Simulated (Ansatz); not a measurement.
A computed series for HgS: pressure series

The parent structure is HgS (space group P3_221, No. 154; a = 4.465 Å, c = 9.758 Å; made of chains).

Cell and atoms are relaxed at each pressure.

Computed with plane-wave PAW DFT at the PBE level (Ansatz, a quantum-chemistry and plane-wave program, 420 eV), without spin-orbit coupling.

```tsv
variant	band gap	volume per atom	smallest direct gap
base	1.83 eV	28.08 Å³	1.87 eV
pressure 0.3 GPa	1.73 eV	27.08 Å³	1.76 eV
pressure 0.7 GPa	1.62 eV	26.13 Å³	1.65 eV
pressure 1.5 GPa	1.44 eV	24.79 Å³	1.46 eV
pressure 3 GPa	1.19 eV	23.29 Å³	1.23 eV
pressure 7.5 GPa	0.88 eV	21.09 Å³	0.98 eV
```

With Hg present, leaving out spin-orbit coupling can change the band edges. Load acts through the strain it causes; cell and atoms are relaxed under it. Stability against distortions was not tested. Competing high-pressure phases were not computed. No dispersion term is included, though the crystal is made of layers, chains or molecules, so its spacings can come out too wide.
